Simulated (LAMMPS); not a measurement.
Molecular dynamics of a melt made from Cr (bcc), 2000 atoms, at 2830 K and 0 GPa, brought to that temperature within a few picoseconds.

Computed with classical MD, pair style meam, file library.meam (library.meam-Cr) (LAMMPS).

```csv
t (ps),Green-Kubo integral (mPa s)
0.004000,0.506
0.008000,0.757
0.01200,0.947
0.01600,1.09
0.02000,1.20
0.02400,1.29
0.03200,1.41
0.04000,1.48
0.04800,1.50
0.05600,1.50
0.07200,1.49
0.08800,1.51
0.1040,1.55
0.1280,1.61
0.1560,1.66
0.1880,1.71
0.2280,1.77
0.2800,1.77
0.3400,1.79
0.4120,1.78
0.5000,1.71
0.6080,1.66
0.7360,1.84
0.8920,1.81
1.084,1.72
1.316,1.72
1.596,1.85
1.936,1.90
2.348,1.92
2.852,1.94
3.460,2.19
4.196,2.09
5.092,1.93
6.176,2.03
7.496,1.62
```

State found: liquid.

**Question.** Extract the shear viscosity (Green-Kubo).

**Answer.** The viscosity is the plateau of the integral. shear viscosity (Green-Kubo): 1.73 ± 0.07 mPa s.

Caution: the potential MEAM library.meam-Cr is a first-neighbour MEAM set with a 4 Å cutoff, used here without a parameter file and away from the static properties it was fitted to. Caution: a run this short can hold a crystal over, or a liquid under, the potential's own melting point, which these runs don't give.
